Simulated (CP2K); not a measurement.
Input and output of a self-consistent single point for Cs (Fm-3m, 1 atom in the cell) (CP2K)

Level of theory: PBEsol, GPW, DZVP-MOLOPT-SR-GTH basis, GTH-PBE potentials (GTH_POTENTIALS) run with CP2K.

The input file:

```
&GLOBAL
  PROJECT bulk
  RUN_TYPE ENERGY_FORCE
  PRINT_LEVEL LOW
&END GLOBAL
&FORCE_EVAL
  METHOD Quickstep
  STRESS_TENSOR ANALYTICAL
  &DFT
    BASIS_SET_FILE_NAME BASIS_MOLOPT
    POTENTIAL_FILE_NAME GTH_POTENTIALS
    &QS
      METHOD GPW
      EPS_DEFAULT 1E-10
    &END QS
    &MGRID
      CUTOFF 500
      REL_CUTOFF 50
      NGRIDS 5
    &END MGRID
    &SCF
      SCF_GUESS ATOMIC
      EPS_SCF 1E-7
      MAX_SCF 100
      ADDED_MOS 4
      &DIAGONALIZATION
        ALGORITHM STANDARD
      &END DIAGONALIZATION
      &MIXING
        METHOD BROYDEN_MIXING
        ALPHA 0.3
        NBUFFER 12
      &END MIXING
      &SMEAR ON
        METHOD METHFESSEL_PAXTON
        SIGMA [eV] 0.272
      &END SMEAR
    &END SCF
    &KPOINTS
      SCHEME MACDONALD 10 10 10 0.05 0.05 0.05
    &END KPOINTS
    &XC
      &XC_FUNCTIONAL
        &PBE
          PARAMETRIZATION PBESOL
        &END PBE
      &END XC_FUNCTIONAL
    &END XC
    &PRINT
      &MO
        EIGENVALUES T
        OCCUPATION_NUMBERS T
        NDIGITS 8
        FILENAME mo
        &EACH
          QS_SCF 0
        &END EACH
        ADD_LAST NUMERIC
      &END MO
      &MULLIKEN OFF
      &END MULLIKEN
    &END PRINT
  &END DFT
  &SUBSYS
    &CELL
      ABC 5.38993700 5.38993643 5.38993670
      ALPHA_BETA_GAMMA 59.99999989 60.00000432 60.00000265
      PERIODIC XYZ
    &END CELL
    &COORD
      SCALED
      Cs       0.00000000     0.00000000     0.00000000
    &END COORD
    &KIND Cs
      BASIS_SET DZVP-MOLOPT-SR-GTH
      POTENTIAL GTH-PBE-q9
    &END KIND
  &END SUBSYS
  &PRINT
    &FORCES ON
    &END FORCES
    &STRESS_TENSOR ON
    &END STRESS_TENSOR
  &END PRINT
&END FORCE_EVAL
```

Log, with long lists cut:

```
 GLOBAL| Method name                                                        CP2K
 GLOBAL| Project name                                                       bulk
 GLOBAL| Run type                                                   ENERGY_FORCE

 TOTAL NUMBERS AND MAXIMUM NUMBERS

  Total number of            - Atomic kinds:                                   1
                             - Atoms:                                          1
                             - Shell sets:                                     1
                             - Shells:                                         6
                             - Primitive Cartesian functions:                  6
                             - Cartesian basis functions:                     15
                             - Spherical basis functions:                     14

  Maximum angular momentum of- Orbital basis functions:                        2
                             - Local part of the GTH pseudopotential:          2
                             - Non-local part of the GTH pseudopotential:      3

 SCF PARAMETERS         Density guess:                                    ATOMIC
                        max_scf:                                             100
                        max_diis:                                              4
                        eps_scf:                                        1.00E-07
                        eps_diis:                                       1.00E-01
                        eps_eigval:                                     1.00E-05
                        level_shift [a.u.]:                             0.000000
                        added MOs                                         4    0
                        Mixing method:                            BROYDEN_MIXING
                                                charge density mixing in g-space
                        Smear method:                          METHFESSEL_PAXTON
                        Smearing width (sigma) [a.u.]:                  1.00E-02
                        Accuracy threshold:                             1.00E-10
                        No outer SCF

 Extrapolation method: initial_guess

 Number of electrons:                                                          9
 Number of occupied orbitals:                                                  5
 Number of molecular orbitals:                                                 9

 Number of orbital functions:                                                 14
 Number of independent orbital functions:                                     14

 SCF WAVEFUNCTION OPTIMIZATION

  Step     Update method      Time    Convergence         Total energy    Change
     1 NoMix/Diag. 0.30E+00      -     0.42544210       -20.1163563451 -2.01E+01
     2 Broy./Diag. 0.30E+00      -     0.00475761       -20.1243722565 -8.02E-03
     3 Broy./Diag. 0.30E+00      -     0.01249987       -20.0929442449  3.14E-02
     4 Broy./Diag. 0.30E+00      -     0.00046185       -20.0851470811  7.80E-03
     5 Broy./Diag. 0.30E+00      -     0.00009744       -20.0861462667 -9.99E-04
     6 Broy./Diag. 0.30E+00      -     0.00002590       -20.0863185828 -1.72E-04
     7 Broy./Diag. 0.30E+00      -     0.00000423       -20.0863271831 -8.60E-06
     8 Broy./Diag. 0.30E+00      -     0.00000304       -20.0863112524  1.59E-05
     9 Broy./Diag. 0.30E+00      -     0.00000043       -20.0863093263  1.93E-06
    10 Broy./Diag. 0.30E+00      -     0.00000009       -20.0863095358 -2.10E-07

  *** SCF run converged in    10 steps ***

  Electronic density on regular grids:         -9.0000000000        0.0000000000
  Core density on regular grids:                8.9999999986       -0.0000000014
  Total charge density on r-space grids:       -0.0000000014
  Total charge density g-space grids:          -0.0000000014

  Overlap energy of the core charge distribution:               0.00000000000000
  Self energy of the core charge distribution:                -42.31421876608173
  Core Hamiltonian energy:                                      8.15690483401963
  Hartree energy:                                              17.16235786384621
  Exchange-correlation energy:                                 -3.09131631306757
  Smearing free energy correction:                             -0.00003715455331
  Fermi energy:                                                 0.06866800720800

  Total energy:                                               -20.08630953581395

 ENERGY| Total FORCE_EVAL ( QS ) energy [hartree]            -20.086309640158813

 FORCES| Atomic forces [hartree/bohr]
 FORCES|   Atom     x               y               z               |f|
 FORCES|      1 -2.98589219E-16 -1.20682940E-14  1.10193362E-15   1.21221753E-14
 FORCES| Sum    -2.98589219E-16 -1.20682940E-14  1.10193362E-15
 FORCES| Total atomic force                                       1.21221753E-14

 STRESS| Analytical stress tensor [bar]
 STRESS|                        x                   y                   z
 STRESS|      x        7.35548726368E+02   3.60564406295E-02   2.54964760331E-02
 STRESS|      y        3.60564406295E-02   7.35371292942E+02   1.17226469458E-02
 STRESS|      z        2.54964760331E-02   1.17226469458E-02   7.35481298373E+02
 STRESS| 1/3 Trace                                             7.35467105894E+02
```

The run converged in 10 iterations.

The starting cell was generated: these elements placed on a structure prototype, without a prior relaxation; it need not be a known phase or ordering of this composition. Values carry the incompleteness of an atom-centred basis. The potentials were made for another functional than the one used.
